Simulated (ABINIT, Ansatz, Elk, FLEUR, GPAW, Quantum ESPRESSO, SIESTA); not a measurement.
## One structure in several programs: Mg₆GaB (Amm2, 8 atoms in the cell)

Self-consistent single point, at a second geometry (lattice scaled by 0.98). First geometry:

```
CELL_PARAMETERS angstrom
      4.04488     0.00000     0.00000
      0.00000     4.01985     4.79101
      0.00000    -4.01985     4.79101
ATOMIC_POSITIONS crystal
  Mg 0.00000 0.84132 0.38510
  Mg 0.00000 0.38510 0.84132
  Mg 0.00000 0.35758 0.35758
  Mg 0.50000 0.68792 0.05018
  Mg 0.50000 0.05018 0.68792
  Mg 0.50000 0.13063 0.13063
  Ga 0.50000 0.56356 0.56356
  B  0.00000 0.98372 0.98372
```

Shared settings, as Ansatz (an electronic-structure program) writes them: kpoints.mp_grid.grid = 5 3 3; scf.occupations.method = fermi_dirac; scf.occupations.width = 0.05 eV. Potentials and cutoffs stand in the table.

| code | model | ΔF from the first geometry (meV/atom) | largest force (eV/Å) | cutoff |
|---|---|---|---|---|
| Quantum ESPRESSO | PBEsol, PseudoDojo standard norm-conserving (PBESOL) pseudopotentials | 1.3 | 0.069 | 85 Ry |
| Ansatz | PBEsol, PAW files made with PBE | 0.6 | 0.064 | default |
| Elk | PBEsol, all-electron FP-LAPW, Elk's shipped species files, APW+lo basis with extra local orbitals | 0.7 | – | rgkmax 7.5 |
| ABINIT | PBEsol, norm-conserving pseudopotentials (PseudoDojo nc-sr-04 PBEsol standard) | 1.3 | 0.069 | 1143 eV |
| GPAW | PBEsol, GPAW PAW datasets PBEsol (made by gpaw-setup) | 1.8 | 0.080 | 900 eV |
| FLEUR | PBEsol, all-electron FLAPW (FLEUR), scalar-relativistic valence | 0.8 | 0.067 | Kmax 4.3 1/bohr |
| SIESTA | GGA PBEsol, numerical atomic orbitals TZP, PseudoDojo PBEsol standard norm-conserving potentials (rewritten from UPF to PSML) | 15.3 | 0.260 | grid 400 Ry |

Size of the force on each atom (eV/Å): Sizes of forces hide their directions.

```
code                Mg1    Mg2    Mg3    Mg4    Mg5    Mg6    Ga7     B8
----------------  -----  -----  -----  -----  -----  -----  -----  -----
Quantum ESPRESSO  0.069  0.069  0.006  0.058  0.058  0.040  0.001  0.059
Ansatz            0.064  0.064  0.009  0.053  0.053  0.036  0.001  0.053
ABINIT            0.069  0.069  0.006  0.058  0.058  0.040  0.001  0.059
GPAW              0.080  0.080  0.042  0.054  0.054  0.043  0.019  0.063
FLEUR             0.067  0.067  0.015  0.054  0.054  0.039  0.004  0.056
SIESTA            0.189  0.189  0.115  0.183  0.183  0.250  0.058  0.260
```

A dash marks a value that a program does not give, or that is left out as unsure.

The spread over the programs that give each value: ΔF from the first geometry within 14.7 meV/atom; largest force within 0.196 eV/Å.

SIESTA uses small atom-centred bases, whose incompleteness enters pressures, forces and empty levels differently from a plane-wave cutoff. Elk and FLEUR treat all electrons, but the usual bases taken here (sphere radii, linearisation, local orbitals, empty states) were not tested for convergence, so the values are no reference for the others. In the pressure, SIESTA (by 2.14) lies more than 1 GPa from the median of the plane-wave programs. In the force vectors, SIESTA (by 0.210) lies more than 0.08 eV/Å from the median of the plane-wave programs.

The shared mesh is coarse (it stands for a supercell whose shortest vector is 18 Å), so the values are not converged in it.

The starting cell comes from a database of computed structures (which also holds hypothetical and non-ambient phases and stackings), without a prior relaxation at this level. For this run, on top of that: lattice scaled by 0.98.

Left out of this page: CP2K (unsound by tests on forces, stress, charge or solver warnings).

Keys are those of Ansatz 0.2.
